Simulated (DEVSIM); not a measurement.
Device: abrupt In0.53Ga0.47As p-n junction, at 300 K.

Layer 1 from the left is In0.53Ga0.47As, thickness (μm) 9.00, Na (cm⁻³) 2.9e15, τn (s) 7.4e-8, τp (s) 7.4e-8. Layer 2 from the left is In0.53Ga0.47As, thickness (μm) 20.0, Nd (cm⁻³) 5.7e15, τn (s) 7.4e-8, τp (s) 7.4e-8.

Left contact: ohmic. Right contact: ohmic. Voltage is applied to the left contact. Recombination: SRH at mid-gap, radiative. Mobility is μmin + (μ − μmin)/(1 + (N/Nref)^α).

This is a model device: material constants are rounded textbook-type values typed into the input, and sizes, dopings and lifetimes were drawn at random. Values at 300 K.

In0.53Ga0.47As: gap (eV) 0.74, affinity (eV) 4.51, permittivity 13.9, Nc (cm⁻³) 2.1e17, Nv (cm⁻³) 7.7e18, μn (cm²/Vs) 12000, μp (cm²/Vs) 300, μn,min 300, μp,min 10, Nref,n 1.3e17, Nref,p 4.9e17, αn 0.48, αp 0.4, B (cm³/s) 9.6e-11.

DEVSIM, 1D drift-diffusion, Boltzmann statistics, complete ionisation; no tunnelling, impact ionisation, image-force lowering or self-heating.

Q: What does the simulation give for the dark forward voltage at 1 A/cm², the largest field in the device at zero bias?

A: dark forward voltage at 1 A/cm² 0.297 V; largest field in the device at zero bias 14000 V/cm.
